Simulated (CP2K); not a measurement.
Band structure of AlCr₂C (P6_3/mmc, 8 atoms in the cell).

```xyz
8
Lattice="2.7827 0.0000 0.0000 -1.3914 2.4099 0.0000 0.0000 0.0000 12.4123" Properties=species:S:1:pos:R:3 pbc="T T T"
Al     1.3914     0.8033     3.1031
Al     0.0000     1.6066     9.3093
Cr     0.0000     1.6066     5.1504
Cr     1.3914     0.8033     7.2620
Cr     1.3914     0.8033    11.3566
Cr     0.0000     1.6066     1.0558
C      0.0000     0.0000     6.2062
C      0.0000     0.0000     0.0000
```

Method of the run: CP2K with PBE, GPW, DZVP-MOLOPT-SR-GTH basis, GTH-PBE potentials (GTH_POTENTIALS).

Settings: CUTOFF = 600 Ry; REL_CUTOFF = 50 Ry; SMEAR/METHOD = FERMI_DIRAC; ELECTRONIC_TEMPERATURE = 1578.21 K; KPOINTS/SCHEME = MONKHORST-PACK 9 9 2; GAMMA_CENTERED = T; XC_FUNCTIONAL = PBE; Al/BASIS_SET = DZVP-MOLOPT-SR-GTH-q3; Al/POTENTIAL = GTH-PBE-q3; Cr/BASIS_SET = DZVP-MOLOPT-SR-GTH-q14; Cr/POTENTIAL = GTH-PBE-q14; C/BASIS_SET = DZVP-MOLOPT-SR-GTH-q4; C/POTENTIAL = GTH-PBE-q4; METHOD = GPW.

The starting cell comes from a database of computed structures (which also holds hypothetical and non-ambient phases and stackings), without a prior relaxation at this level. Its lattice was rescaled by a random factor within 2.5 % of one. Spin polarisation is off. Values carry the incompleteness of an atom-centred basis.

Levels in eV from the Fermi level, bands 31 to 36:
```
point     31     32     33     34     35     36
-----  -----  -----  -----  -----  -----  -----
Γ      -1.14  -1.14  -1.13  -1.13  -0.24  -0.24
M      -2.13  -2.09   0.15   0.31   0.43   0.48
K      -2.36  -2.36  -2.04  -0.88   0.42   0.42
A      -1.14  -1.14  -1.14  -1.14  -0.23  -0.23
L      -2.10  -2.10   0.33   0.33   0.37   0.37
H      -2.20  -2.20  -1.40  -1.40   0.36   0.36
```

Bands cross the Fermi level along this path, so the cell is metallic at this level.

Higher empty bands are left out: an atom-centred basis made for the valence describes them poorly.
